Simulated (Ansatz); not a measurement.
# HgS: tensor shear ε_xz = −3.52 %

Start from HgS (space group P3_221, No. 154; a = 4.139 Å, c = 9.408 Å; made of chains). Axes: x lies along a and z along c of the hexagonal cell.

Modification: a pure shear with ε_xz = ε_zx = -0.0352, atoms relaxed at fixed cell.

Computed with plane-wave PAW DFT at the PBEsol level (Ansatz, an electronic-structure program, 420 eV), no spin-orbit coupling. k-mesh 9×9×4 (Γ-centred); smearing 0.05 eV (Fermi–Dirac).

```json
[
 {"quantity": "volume per atom", "base": "23.26 Å³", "changed": "23.23 Å³", "shift": "-0.03 Å³"},
 {"quantity": "space group", "base": "P3_221 (No. 154)", "changed": "P1 (No. 1)", "shift": "–"},
 {"quantity": "energy relative to the base (free energy F)", "base": "0 meV/atom", "changed": "+6.5 meV/atom", "shift": "+6.5 meV/atom"},
 {"quantity": "band gap", "base": "1.23 eV", "changed": "1.16 eV", "shift": "-0.07 eV"},
 {"quantity": "gap character", "base": "–", "changed": "indirect, k = (0, 0, 1/4) in the run's primitive reciprocal basis → Γ", "shift": "–"},
 {"quantity": "smallest direct gap", "base": "1.26 eV", "changed": "1.17 eV", "shift": "-0.097 eV"},
 {"quantity": "valley order (the lowest conduction-band minima on the path, energy above the VBM, named in the base's zone)", "base": "–", "changed": "Γ 1.16 eV; M (1/2, 0, 0) 1.54 eV; M (0, 1/2, 0) 1.56 eV; M (1/2, 1/2, 0) 1.59 eV", "shift": "–"},
 {"quantity": "largest internal atomic displacement", "base": "–", "changed": "0.096 Å", "shift": "–"},
 {"quantity": "stress (xx, yy, zz, yz, xz, xy; compression positive)", "base": "–", "changed": "(0.20, 0.08, 0.37, -0.10, 1.27, -0.59) GPa", "shift": "–"}
]
```

Final structure:

```
HgS
1.0
    4.13867     0.00000    -0.14568
   -2.06933     3.58419     0.07284
   -0.33116     0.00000     9.40786
Hg S
3 3
Direct
  0.71016   0.99902   0.66303
  0.99572   0.70139   0.33498
  0.28696   0.28784   0.00202
  0.49956   0.00220   0.17677
  0.00604   0.50739   0.82721
  0.50156   0.50216   0.49599
```

With Hg present, leaving out spin-orbit coupling can change the band edges. The cells carry an imposed strain or load. Whether these cells are dynamically stable was not tested. No dispersion term is included in the PBEsol runs. Labels are those of the standard path for the cell's own space group.
